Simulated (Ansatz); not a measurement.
The starting structures come from a database of crystals and need not be the phases stable at ambient conditions.

 Where the default PAW files enter, the runs use the earlier of Ansatz's two default sets.

Inside the gap of an insulator the Bloch states are evanescent, with a wavenumber k + iκ along the transport direction.

Input:

```
CELL_PARAMETERS angstrom
      4.72428     0.00000     0.00000
      2.36214     6.02560     0.00000
      0.00000     1.27213     5.24025
ATOMIC_POSITIONS crystal
  V  0.09738 0.28576 0.75266
  V  0.90262 0.71424 0.24734
  V  0.38314 0.71424 0.74734
  V  0.61686 0.28576 0.25266
  O  0.45021 0.21992 0.51755
  O  0.54979 0.78008 0.48245
  O  0.67013 0.78008 0.98245
  O  0.32987 0.21992 0.01755
  O  0.27362 0.59312 0.13158
  O  0.72638 0.40688 0.86842
  O  0.86674 0.40688 0.36842
  O  0.13326 0.59312 0.63158
  O  0.11477 0.00000 0.75000
  O  0.88523 0.00000 0.25000
```

Space group of this cell: C2/c. The cell is taken as given; by r2SCAN its mean pressure is -12.5 GPa.

Transport runs along the normal of the first two printed cell vectors.

The gap is the functional's own, uncorrected, and κ follows it; spin-orbit coupling is left out. Mid-gap values are interpolated between the computed energies.

State the band gap and the smallest decay constant κ at mid-gap according to r2SCAN (Ansatz, a program for electronic structure).

Gap 1.42 eV on a 8×8×6 mesh; κ = 0.366 1/Å, at (-0.250, 0.333) of the in-plane reciprocal vectors. At the zone centre, at the nearest computed energy, the slowest state has κ = 0.42 1/Å.
